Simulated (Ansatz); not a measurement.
## WSi2: response to strain

Start from WSi₂ (space group I4/mmm, No. 139; relaxed with 0.1 eV smearing).

```yaml
crystal:
  lattice:
    - [-1.60611, 1.60611, 3.90325]
    - [1.60611, -1.60611, 3.90325]
    - [1.60611, 1.60611, -3.90325]
  atoms:
    - { symbol: W, position: [0.00000, 0.00000, 0.00000] }
    - { symbol: Si, position: [0.33482, 0.33482, 0.00000] }
    - { symbol: Si, position: [0.66518, 0.66518, 0.00000] }
```

Cartesian axes are those of the cell as printed.

Strains are applied to the cell and any free atomic positions relax; under biaxial strain the out-of-plane vector relaxes too; under stress the whole cell relaxes.

The values are results of r2SCAN (Ansatz, an electronic-structure program; PAW; 500 eV plane waves; scalar-relativistic without spin-orbit coupling), earlier PAW set, not measurements.

Candidates:
(a) biaxial strain −1.64 %, plane normal [001], relaxed out of plane
(b) uniaxial stress, 8 GPa tension along z
(c) biaxial strain +0.53 %, plane normal [001], relaxed out of plane

Notes on the quantities. energy relative to the base: free energy F.

Order them by energy relative to the base, lowest first.

(c) biaxial strain +0.53 %, plane normal [001], relaxed out of plane (+1.2 meV/atom), (b) uniaxial stress, 8 GPa tension along z (+5.4 meV/atom), (a) biaxial strain −1.64 %, plane normal [001], relaxed out of plane (+12 meV/atom)

Beyond what the load breaks, stability against distortions was not tested. All final runs are without spin polarisation.
